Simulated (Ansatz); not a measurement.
Cr₂N (P-31m, No. 162; cell taken from a computed entry)

Calculation: PBEsol (PAW; Ansatz, an electronic-structure program).

Run with plane-wave cutoff 500 eV, 12×12×10 k mesh (along the axes of the cell as run), Fermi–Dirac smearing 0.05 eV, no spin polarisation, scalar-relativistic PAW data made under PBE.

Cell (relaxed at this level):

```xyz
9
Lattice="4.7183 0.0000 0.0000 -2.3592 4.0862 0.0000 0.0000 0.0000 4.3593" Properties=species:S:1:pos:R:3 pbc="T T T"
Cr    -1.5890     2.7522     3.2562
Cr    -0.7702     1.3340     1.1031
Cr     0.7702     1.3340     3.2562
Cr     1.5890     2.7522     1.1031
Cr     3.1780     0.0000     3.2562
Cr     1.5403     0.0000     1.1031
N      0.0000     0.0000     0.0000
N      2.3592     1.3621     2.1796
N      0.0000     2.7241     2.1796
```

- equilibrium volume per atom: 9.34 Å³/atom
- lattice parameter a: 4.718 Å
- c axis length: 4.359 Å

Note: the run has no spin polarisation, so it can have missed a magnetic state; the relaxation could not lower the start's symmetry, so the cell can be a saddle point above a distorted one.
